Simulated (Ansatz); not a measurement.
System: KPbI3 (model structure, started from the cubic perovskite type, Pm-3m, No. 221, 5 atoms in the cell). Method: LDA (Ansatz, an electronic-structure program, PAW).

Settings: plane-wave cutoff 520 eV, 6×6×6 k mesh, Fermi–Dirac smearing 0.01 eV, scalar-relativistic PAW data made under PBE.

Cell (relaxed with PBEsol):

```cif
data_I3KPb
_chemical_formula_sum 'K1 Pb1 I3'
_space_group_name_H-M_alt 'Pm-3m'
_space_group_IT_number 221
_space_group_name_Hall '-P 4 2 3'
_cell_length_a 6.23083
_cell_length_b 6.23083
_cell_length_c 6.23083
_cell_angle_alpha 90.000
_cell_angle_beta 90.000
_cell_angle_gamma 90.000
loop_
_atom_site_label
_atom_site_type_symbol
_atom_site_symmetry_multiplicity
_atom_site_Wyckoff_symbol
_atom_site_fract_x
_atom_site_fract_y
_atom_site_fract_z
_atom_site_occupancy
K1 K 1 a 0.00000 0.00000 0.00000 1
Pb1 Pb 1 b 0.50000 0.50000 0.50000 1
I1 I 3 c 0.00000 0.50000 0.50000 1
```

Problem. What does this level give for the band gap and direct gap at Γ?

Solution. 
- band gap: 1.15 eV
- direct gap at Γ: 3.53 eV

Note: the relaxation could raise the start's symmetry but not lower it, so the cell can be a saddle point; cell and atoms aren't relaxed at this level (pressure -0.8 GPa).

Spin–orbit coupling is not included; with these elements it can move the gap by several tenths of an eV or more.

Computed values are for the static lattice.

The result took roughly 50 core-seconds.

A model structure was made by putting elements into a prototype or built by hand; it is no filed structure, need not be a known phase, and can be a saddle point held by its symmetry.
